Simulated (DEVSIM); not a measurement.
System: abrupt Ge n-p junction, at 300 K.

Layer 1 from the left is Ge, thickness (μm) 0.540, Nd (cm⁻³) 6.6e15, τn (s) 1.4e-7, τp (s) 1.4e-7. Layer 2 from the left is Ge, thickness (μm) 0.910, Na (cm⁻³) 8.6e16, τn (s) 1.4e-7, τp (s) 1.4e-7.

Left contact: ohmic. Right contact: ohmic. Voltage is applied to the left contact. Recombination: SRH at mid-gap, Auger. Mobility is μmin + (μ − μmin)/(1 + (N/Nref)^α).

Constants are typed, rounded textbook-type inputs, not results; the design itself was drawn at random and stands for no fabricated device. Values at 300 K.

Ge: gap (eV) 0.664, affinity (eV) 4, permittivity 16, Nc (cm⁻³) 1.04e19, Nv (cm⁻³) 6e18, μn (cm²/Vs) 3900, μp (cm²/Vs) 1900, μn,min 150, μp,min 100, Nref,n 2.6e17, Nref,p 4e17, αn 0.56, αp 0.6, Cn (cm⁶/s) 1e-31, Cp (cm⁶/s) 1e-31.

Model (solved in DEVSIM): 1D drift-diffusion, Boltzmann statistics, complete ionisation; no tunnelling, impact ionisation, image-force lowering or self-heating.

Q: What does the simulation give for the largest field in the device at zero bias, the potential step across the device at zero bias, the dark forward voltage at 1 A/cm², the dark forward voltage at 100 A/cm²?

A: largest field in the device at zero bias 23000 V/cm; potential step across the device at zero bias 0.364 V; dark forward voltage at 1 A/cm² 0.108 V; dark forward voltage at 100 A/cm² 0.235 V.
